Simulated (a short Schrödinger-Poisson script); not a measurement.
**MOS inversion layer, HfO2 on p-type GaAs**

Stack: MOS inversion layer, HfO2 on p-type GaAs, at 400 K.

```csv
layer,material,thickness (nm),Na (cm⁻³)
1,HfO2,7.6,-
2,GaAs,590,7.1e17
```

Constants are typed, rounded textbook-type inputs, not results; the design itself was drawn at random and stands for no fabricated device. HfO2: permittivity 22, conduction-band edge (eV) 1.57, gap (eV) 5.7, electron mass (mₑ) 0.2. GaAs: permittivity 12.9, conduction-band edge (eV) 0, gap (eV) 1.424, Nv at 300 K (cm⁻³) 9e18.

Channel valleys (confinement mass, in-plane density-of-states mass, number): Γ 0.067, 0.067, 1. At the gate the conduction-band edge of layer 1 lies 2.03 eV − eVg above the Fermi level of the channel; the field vanishes at the back. Gaps are held at their typed values at every temperature. Mesh 0.03 nm at interfaces.

From a short Schrödinger-Poisson script (our own, NumPy): 1D Poisson equation in equilibrium, electrons quantum, Hartree (BenDaniel-Duke, 12 states a valley, the channel's in-plane mass for all, wave functions ending at the dielectric), parabolic valleys, classical holes, full ionisation, no traps, pinning or gate leakage.

```
Vg (V)  electrons (cm⁻²)  C (μF/cm²)  Γ E0 (meV)  Γ E1 (meV)
------  ----------------  ----------  ----------  ----------
0.5               5.70e6       0.220       415.2       587.6
0.6               6.63e7       0.213       330.6       508.6
0.7               7.84e8       0.208       245.4       428.7
0.8               9.20e9       0.230       160.4       348.6
0.9              8.88e10       0.440        80.8       273.9
1                4.16e11       0.844        21.5       219.6
1.1              9.74e11        1.06       -18.9       184.4
1.2              1.64e12        1.16       -51.2       157.5
1.3              2.35e12        1.21       -80.1       133.8
1.4              3.09e12        1.24      -107.6       111.6
1.5              3.85e12        1.26      -134.3        90.3
```

Subbands count from the Fermi level.

Above a few 1e12 electrons/cm² a light Γ valley is non-parabolic and upper valleys begin to fill, which the model leaves out.
